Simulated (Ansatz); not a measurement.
The parent structure is PbTe in the zinc blende structure (space group F-43m, No. 216; a = 7.285 Å; a hypothetical phase, not in the database extracts checked).

The change: cell and atoms relaxed at a pressure of 3 GPa.

Levels (all Ansatz, an electronic-structure program, PAW, earlier PAW set): r2SCAN (500 eV, no spin-orbit coupling); HSE06+SOC (420 eV, noncollinear with spin-orbit coupling).

The geometry is relaxed with r2SCAN.

```
Quantity          Result
---------------  -------
r2SCAN band gap  0.51 eV
```

### Question
Predict the band gap from HSE06+SOC.

### Answer
The band gap shrinks by 0.173 eV to 0.33 eV.

Single points use the geometry relaxed with r2SCAN. Their cutoffs differ, which shifts pressures a little. HSE06 gaps are upper bounds (no full band path). Differences between runs with and without spin-orbit coupling are approximate. With Pb and Te present, leaving out spin-orbit coupling can change the band edges. Load acts through the strain it causes; cell and atoms are relaxed under it. Whether these cells are dynamically stable was not tested.
